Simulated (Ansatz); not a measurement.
**Zr, pressure series**

The reference is Zr in the hcp (Mg type) structure (space group P6_3/mmc, No. 194; a = 3.2460 Å, c = 5.1507 Å).

Cell and atoms are relaxed at each pressure.

All numbers come from r2SCAN (Ansatz, a first-principles code; PAW; 500 eV plane waves; without spin-orbit coupling).

| P (GPa) | V (Å³/atom) |
|---|---|
| -2.00 | 24.015 |
| -1.00 | 23.752 |
| 0.89 | 23.286 |
| 2.10 | 23.006 |
| 4.50 | 22.490 |
| 8.99 | 21.634 |
| 14.99 | 20.659 |
| 22.48 | 19.613 |
| 30.00 | 18.716 |

Q: Fit a third-order Birch–Murnaghan equation of state.

A: Least squares on P(V) = (3B₀/2)[(V₀/V)^(7/3) − (V₀/V)^(5/3)]·[1 + (3/4)(B₀′ − 4)((V₀/V)^(2/3) − 1)] gives V₀ = 23.50 Å³/atom, B₀ = 97 GPa and B₀′ = 2.9.

Load acts through the strain it causes; cell and atoms are relaxed under it. No phonon test of stability was made. All final runs are without spin polarisation. Measured, Zr leaves this structure (for the ω phase) near 3 GPa (temperature not stated; as listed in C. Cazorla, D. Alfè, M. J. Gillan, Physical Review B (2008)).
